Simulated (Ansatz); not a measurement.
Results of HSE06-D3(BJ) (Ansatz, a quantum-chemistry and plane-wave program, plane waves, PAW) for zinc-blende BeS.

Input file:

Ansatz 0.2 input:
```yaml
crystal:
  lattice:
    - [0.0, 2.3955447213, 2.3955447213]
    - [2.3955447213, 0.0, 2.3955447213]
    - [2.3955447213, 2.3955447213, 0.0]
  atoms:
    - { symbol: Be, position: [0.0, 0.0, 0.0] }
    - { symbol: S, position: [0.25, 0.25, 0.25] }
basis:
  ecutwfc: 460
  ecutrho_ratio: 4
  xc_grid: 2
kpoints:
  mp_grid: { grid: [10, 10, 10] }
hamiltonian:
  xc: hse06
  dispersion: d3bj
  pseudopotentials: { kind: paw }
scf:
  occupations: { method: fermi_dirac, width: 0.01 }
  convergence: { dr2_threshold: 0.0000000002 }
output:
  forces: true
  stress: true
  eigenvalues: true
```

The run printed, among other lines:

```
WARN output.stress: scf.exx.energy_threshold = 1e-6 eV is looser than the 2e-8 eV advised for a stress under a hybrid functional (1e-8 eV for each atom of the …
Crystal: 2 atoms, lattice volume = 27.494 Å³
Basis set: ecut = 460 eV, 609 PW (Γ), exchange–correlation on 48×48×48 points (8 copies of the dense FFT grid, shifted against one another)
Bands: 8, of which v1, the nominal top of the filled ones, is band 4 counted from 1 (3 counted from 0)
Symmetry: 24 space group operations
Space group: F-43m (ITA 216), of the structure as read, at distance tolerance 3.0e-5 Å
k-points: 47 of 1000 (time reversal used)
SCF iter   1: F=—  HF=-997.585928 eV  |F-HF|=—  |Δ(HF+E_count)|=         —  Δρ=1.06e-3  dr2=3.34e-4
SCF iter   2: F=-997.585339 eV  HF=-997.585287 eV  |F-HF|=5.17e-5  |Δ(HF+E_count)|=   6.40e-4  Δρ=3.97e-4  dr2=3.89e-5
Crystal: 2 atoms, lattice volume = 27.494 Å³
Initial density: handed on by an earlier stage of this run
  ...
Crystal: 2 atoms, lattice volume = 27.494 Å³
SCF iter   3: F=—  HF=-998.409368 eV  |F-HF|=—  |Δ(HF+E_count)|=   1.36e-8  Δρ=1.78e-6  dr2=8.35e-10
SCF iter   4: F=-998.409368 eV  HF=-998.409368 eV  |F-HF|=9.55e-12  |Δ(HF+E_count)|=  8.33e-11  Δρ=6.04e-7  dr2=3.74e-11
SCF 3 converged in 4 iterations: F = -998.409368 eV  dr2 = 3.74e-11
Free energy (F): -998.409368 eV
Internal energy: -998.409368 eV  (E = F + TS)
E sigma→0 (E₀):  -998.409368 eV
Fermi energy:    7.108933 eV
--- Stress (GPa, compression-positive) ---
        0.346239      -0.000000       0.000000
        0.000000       0.346239       0.000000
        0.000000       0.000000       0.346239
  P = ⅓ Tr σ = 0.3462 GPa (3.462 kbar)
```

The cell is one volume of an energy–volume scan, off the minimum.

The PAW data were made under PBE.

It cost about 70 core-seconds (a rough figure) of CPU time.
